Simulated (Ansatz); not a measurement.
## A constructed model of the (111) surface of fcc Ir, a pseudomorphic layer of Nb in the other hollow (bottom of the slab: a bare face, its two planes held)

The numbers are results of PBE (plane waves to 420 eV, PAW; Ansatz, a program for electronic structure), not measurements.

Slab: 7 atoms, 13.9 Å thick at the start with caps and adatoms (thin: gaps and levels are the slab's own); k 16x16x1, smearing 0.1 eV, dipole-corrected; 2 atoms held, the rest relaxed; held to the start's symmetry, so lower structures may exist; no spin, no spin-orbit, no U. In PBE it is, or lies within 0.01 eV a 1x1 cell of, the lowest of the 2 structures of its composition computed so far; subsurface sites and larger cells were not tried.

```
Quantity                                                       Result
-----------------------------  --------------------------------------
work function of the top face                                 5.01 eV
energy released by relaxation                                 0.51 eV
cost                           about 80 core-seconds (a rough figure)
```
